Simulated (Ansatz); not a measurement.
metastable zinc-blende GaN: the defect Eu on the Ga site (Eu_Ga)

These are PBE, PAW (plane waves to 420 eV; Ansatz, a quantum-chemistry and plane-wave program) values and carry that method's errors. A 2×2×2 supercell of 64 sites was used; the energies come from a 2×2×2 shifted sampling of its zone. Site at the start: the Ga site. Energies of charged states are corrected for periodic images (point charge plus alignment at distant sites). Dielectric constants: PBE linear response of the host. Host gap at this level: 1.54 eV. These values are not converged in cell size to better than tenths of an eV. Levels are measured in PBE's own, too narrow, gap. Spin–orbit coupling is left out, and no Hubbard U is applied to the open shells. Each state is the lowest found from its start.

Formation energies E_f are given with the Fermi level at the valence-band maximum. Chemical conditions: Ga-rich (Δμ(Ga) = 0.00 eV, Δμ(Eu) = -2.24 eV, bounded by EuGa4 (I4/mmm); only phases computed here count, gases as isolated molecules at 0 K); N-rich (Δμ(Ga) = -0.87 eV, Δμ(Eu) = -1.93 eV, bounded by EuN (Fm-3m); only phases computed here count, gases as isolated molecules at 0 K). Reference phases: Eu: bcc Eu, ferromagnetic, Ga: alpha gallium.

```tsv
charge	moment (μB)	largest move off a lattice site (Å)	image correction with alignment (eV)	E_f, Ga-rich (eV)	E_f, N-rich (eV)
+1†	5.0	0.28	0.46	–	–
0	6.0	0.25	0.00	3.45	2.27
−1†	7.0	0.30	-0.14	–	–
−2†	6.0	0.30	-0.04	–	–
```

† Not settled in this cell, so no level is given: charge +1: a level filled in part, carriers not clearly localised, level within 0.1 eV of a band edge or past it; charge −1: level within 0.1 eV of a band edge or past it; charge −2: level within 0.1 eV of a band edge or past it.

Flagged in the runs: a doubtful potential alignment.
